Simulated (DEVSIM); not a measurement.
abrupt Si n-p junction

System: abrupt Si n-p junction, at 300 K.

```
layer (left to right)  material  thickness (μm)  Nd (cm⁻³)  Na (cm⁻³)  τn (s)  τp (s)
---------------------  --------  --------------  ---------  ---------  ------  ------
1                            Si           0.730       2e16          -  5.1e-5  5.1e-5
2                            Si            3.60          -     1.6e14  5.1e-5  5.1e-5
```

Left contact: ohmic. Right contact: ohmic. Voltage is applied to the left contact. Recombination: SRH at mid-gap. Mobility is μmin + (μ − μmin)/(1 + (N/Nref)^α).

The device is made up for the run: typed textbook-type constants, with dimensions and the other settings drawn at random. Values at 300 K.

| parameter | Si |
|---|---|
| gap (eV) | 1.124 |
| affinity (eV) | 4.05 |
| permittivity | 11.7 |
| Nc (cm⁻³) | 2.86e19 |
| Nv (cm⁻³) | 3.1e19 |
| μn (cm²/Vs) | 1417 |
| μp (cm²/Vs) | 470 |
| μn,min | 52 |
| μp,min | 45 |
| Nref,n | 9.7e16 |
| Nref,p | 2.2e17 |
| αn | 0.68 |
| αp | 0.72 |

DEVSIM, 1D drift-diffusion, Boltzmann statistics, complete ionisation; no tunnelling, impact ionisation, image-force lowering or self-heating.

Potential step across the device at zero bias: 0.621 V
Largest field in the device at zero bias: 8800 V/cm
Dark forward voltage at 1 A/cm²: 0.472 V
Dark forward voltage at 100 A/cm²: 0.683 V

Dark forward current:

| V (V) | J (A/cm²) |
|---|---|
| -0.05 | -1.6e-7 |
| -0.10 | -1.2e-6 |
| -0.15 | -7.7e-6 |
| -0.20 | -5.0e-5 |
| -0.30 | -0.0021 |
| -0.35 | -0.013 |
| -0.40 | -0.084 |
| -0.45 | -0.50 |
| -0.50 | -2.5 |
| -0.55 | -9.4 |
| -0.60 | -28 |
| -0.70 | -120 |
| -0.75 | -190 |
| -0.80 | -260 |
| -0.85 | -330 |
| -0.90 | -390 |
| -0.95 | -440 |
| -1.05 | -530 |
| -1.10 | -570 |
| -1.15 | -610 |
| -1.20 | -640 |
| -1.25 | -680 |
| -1.30 | -710 |
| -1.35 | -740 |
| -1.45 | -800 |
| -1.50 | -830 |
| -1.55 | -860 |
| -1.60 | -890 |

Dark reverse current:

```json
[
 {"V (V)": "0.40", "J (A/cm²)": "5.1e-8"},
 {"V (V)": "1.00", "J (A/cm²)": "1.4e-7"},
 {"V (V)": "2.00", "J (A/cm²)": "4.9e-7"},
 {"V (V)": "3.00", "J (A/cm²)": "9.2e-7"},
 {"V (V)": "4.00", "J (A/cm²)": "1.4e-6"},
 {"V (V)": "6.00", "J (A/cm²)": "2.2e-6"},
 {"V (V)": "8.00", "J (A/cm²)": "3.1e-6"},
 {"V (V)": "10.00", "J (A/cm²)": "4.0e-6"},
 {"V (V)": "13.00", "J (A/cm²)": "5.3e-6"},
 {"V (V)": "16.00", "J (A/cm²)": "6.6e-6"},
 {"V (V)": "20.00", "J (A/cm²)": "8.3e-6"}
]
```
